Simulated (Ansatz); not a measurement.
**Carrier properties of LiNbO3 (R3c)**

Data:

```xyz
10
Lattice="2.5672 1.4822 4.6084 -2.5672 1.4822 4.6084 0.0000 -2.9643 4.6084" Properties=species:S:1:pos:R:3 pbc="T T T"
Li     0.0000     0.0000     3.8817
Li     0.0000     0.0000    10.7943
Nb     0.0000     0.0000    13.8030
Nb     0.0000     0.0000     6.8904
O     -0.6435    -1.4346     5.4744
O      1.5642     0.1600     5.4744
O     -0.9207     1.2746     5.4744
O     -1.6465    -0.2075     7.7786
O      0.6435     1.5297     7.7786
O      1.0030    -1.3222     7.7786
```

The numbers are results of PBEsol with spin-orbit coupling, rigid bands (plane waves, PAW; Ansatz, a first-principles code), not measurements. Condition of this run: spin-orbit coupling switched on. Geometry: cell and atoms relaxed with PBEsol.

```
Item                                                                 Result
--------------------------------------------  -----------------------------
band gap                                                            3.46 eV
electron conductivity mass (300 K, dilute)    2.1 (x), 2.1 (y), 1.21 (z) mₑ
hole conductivity mass (300 K, dilute)         3.2 (x), 3.2 (y), 4.9 (z) mₑ
effective density of states N_c (300 K)                         3.7e20 cm⁻³
effective density of states N_v (300 K)                         4.3e20 cm⁻³
density-of-states mass, electrons                                    6.0 mₑ
density-of-states mass, holes                                        6.6 mₑ
Seebeck coefficient, n-type 1e19 cm⁻³, 300 K                      -539 μV/K
Seebeck coefficient, p-type 1e19 cm⁻³, 300 K                       580 μV/K
```

Rigid bands; masses and Seebeck coefficients take one relaxation time τ for all states and one kind of carrier; polarons and phonon drag are left out.
